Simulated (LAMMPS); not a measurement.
Consider a melt made from Al (fcc), 2048 atoms, at 1490 K and 0 GPa, brought to that temperature within a few picoseconds in molecular dynamics.

Model: classical MD, pair style eam/alloy, file Al_zhou.eam.alloy, run in LAMMPS.

| Property | Value |
|---|---|
| state found | liquid |
| density | 2.2225 ± 0.0002 g/cm³ |
| volume per atom | 20.159 ± 0.002 Å³/atom |
| enthalpy per atom | -3.0937 ± 0.0003 eV/atom |
| first peak of g(r) | 2.77 Å, height 2.0 |
| coordination number | 13.3 (counted to 4.06 Å) |
| self-diffusion coefficient of Al (not corrected for cell size) | (2.14 ± 0.04) × 10^-4 cm²/s |
| mean frequency of the vibrational (phonon) density of states | 4.0 THz |
| cost | around 18 core-minutes (rough) |

Potential: file Al_zhou.eam.alloy of the LAMMPS distribution; its header cites Zhou et al, Acta Mater, 49, 4005 (2001).

Caution: a run this short can hold a crystal over, or a liquid under, the potential's own melting point, which these runs don't give.

States go by the mean squared displacement: a species diffuses where it passes 1.5 Å², still rises and gives D over 1e-6 cm²/s; a crystal has left its structure where atoms lie 0.35 Å off their sites on average or a cubic box changes its shape by 3 %, or the axial ratios of another lie 8 % off the starting cell's, which the potential's own relaxation can also do.

Errors of D are the spread over four groups of atoms in one short run; a floor of about 5 %, a picked value, is safer.

The ± values are statistical; the model's systematic error is not in them.

```
frequency (THz)  vibrational (phonon) density of states (1/THz)
---------------  ----------------------------------------------
0.07350                                                  0.1748
0.3680                                                   0.1630
0.6625                                                   0.1514
0.9570                                                   0.1442
1.252                                                    0.1394
1.546                                                    0.1347
1.841                                                    0.1295
2.135                                                    0.1259
2.429                                                    0.1237
2.724                                                    0.1239
3.018                                                    0.1249
3.312                                                    0.1231
3.607                                                    0.1231
3.901                                                    0.1229
4.196                                                    0.1198
4.490                                                    0.1187
4.784                                                    0.1178
5.079                                                    0.1161
5.373                                                    0.1133
5.668                                                    0.1089
5.963                                                    0.1033
6.257                                                    0.0975
6.551                                                    0.0910
6.845                                                    0.0826
7.141                                                    0.0722
7.434                                                    0.0620
7.729                                                    0.0527
8.024                                                    0.0438
8.318                                                    0.0369
8.613                                                    0.0308
8.907                                                    0.0257
9.201                                                    0.0216
9.495                                                    0.0180
9.791                                                    0.0149
10.08                                                    0.0126
10.38                                                    0.0108
10.67                                                    0.0090
10.97                                                    0.0076
11.26                                                    0.0066
11.56                                                    0.0057
11.85                                                    0.0049
12.15                                                    0.0042
12.44                                                    0.0036
12.73                                                    0.0031
13.03                                                    0.0027
13.32                                                    0.0023
13.62                                                    0.0020
13.91                                                    0.0017
14.21                                                    0.0014
14.50                                                    0.0013
```

| r (Å) | g(r) |
|---|---|
| 1.940 | 0.001 |
| 1.980 | 0.005 |
| 2.020 | 0.004 |
| 2.060 | 0.016 |
| 2.100 | 0.033 |
| 2.140 | 0.066 |
| 2.180 | 0.123 |
| 2.220 | 0.195 |
| 2.260 | 0.283 |
| 2.300 | 0.438 |
| 2.340 | 0.576 |
| 2.380 | 0.830 |
| 2.420 | 0.981 |
| 2.460 | 1.19 |
| 2.500 | 1.41 |
| 2.540 | 1.57 |
| 2.580 | 1.66 |
| 2.620 | 1.82 |
| 2.660 | 1.93 |
| 2.700 | 1.96 |
| 2.740 | 2.02 |
| 2.780 | 2.03 |
| 2.820 | 1.97 |
| 2.860 | 1.90 |
| 2.900 | 1.86 |
| 2.940 | 1.80 |
| 2.980 | 1.72 |
| 3.020 | 1.62 |
| 3.060 | 1.60 |
| 3.100 | 1.48 |
| 3.140 | 1.44 |
| 3.180 | 1.34 |
| 3.220 | 1.32 |
| 3.260 | 1.23 |
| 3.300 | 1.18 |
| 3.340 | 1.11 |
| 3.380 | 1.05 |
| 3.420 | 1.02 |
| 3.460 | 0.953 |
| 3.500 | 0.936 |
| 3.540 | 0.874 |
| 3.580 | 0.838 |
| 3.620 | 0.809 |
| 3.660 | 0.817 |
| 3.700 | 0.801 |
| 3.740 | 0.779 |
| 3.780 | 0.767 |
| 3.820 | 0.757 |
| 3.860 | 0.760 |
| 3.900 | 0.760 |
| 3.940 | 0.738 |
| 3.980 | 0.753 |
| 4.020 | 0.747 |
| 4.060 | 0.756 |
| 4.100 | 0.760 |
| 4.140 | 0.751 |
| 4.180 | 0.745 |
| 4.220 | 0.792 |
| 4.260 | 0.802 |
| 4.300 | 0.824 |
| 4.340 | 0.808 |
| 4.380 | 0.812 |
| 4.420 | 0.825 |
| 4.460 | 0.848 |
| 4.500 | 0.875 |
| 4.540 | 0.898 |
| 4.580 | 0.913 |
| 4.620 | 0.932 |
| 4.660 | 0.962 |
| 4.700 | 0.991 |
| 4.740 | 1.00 |
| 4.780 | 1.01 |
| 4.820 | 1.03 |
| 4.860 | 1.05 |
| 4.900 | 1.08 |
| 4.940 | 1.10 |
| 4.980 | 1.11 |
| 5.020 | 1.09 |
| 5.060 | 1.11 |
| 5.100 | 1.11 |
| 5.140 | 1.12 |
| 5.180 | 1.12 |
| 5.220 | 1.11 |
| 5.260 | 1.10 |
| 5.300 | 1.10 |
| 5.340 | 1.10 |
| 5.380 | 1.11 |
| 5.420 | 1.10 |
| 5.460 | 1.11 |
| 5.500 | 1.09 |
| 5.540 | 1.09 |
| 5.580 | 1.08 |
| 5.620 | 1.08 |
| 5.660 | 1.08 |
| 5.700 | 1.06 |
| 5.740 | 1.05 |
| 5.780 | 1.06 |
| 5.820 | 1.03 |
| 5.860 | 1.03 |
| 5.900 | 1.03 |
| 5.940 | 1.00 |
| 5.980 | 1.00 |
| 6.020 | 1.01 |
